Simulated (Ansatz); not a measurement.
Given:

```
SiC
1.0
    0.00000     2.16449     2.14285
    2.16449     0.00000     2.14285
    2.16449     2.16449     0.00000
Si C
1 1
Direct
  0.00000   0.00000   0.00000
  0.25000   0.25000   0.25000
```

No spin polarisation.

Level of theory: Ansatz (a program for electronic structure) LDA, spin-orbit coupling left out. Γ-centred 13×13×13 mesh, Fermi–Dirac width 0.05 eV.

Q: Predict the valence-band top at Γ (three highest levels, from the VBM).

A: 0.00, -0.07, -0.07 eV.

Q: Predict the gap character.

A: Indirect, Γ → M.

Q: Predict the stress (xx, yy, zz, yz, xz, xy; compression positive).

A: (1.49, 1.49, 4.05, 0.00, 0.00, 0.00) GPa.

The cells carry an imposed strain or load. No phonon test of stability was made. The cell was made from SiC in the zinc blende structure (space group F-43m, No. 216) by this change: uniaxial strain ε_zz = −1.00 %.
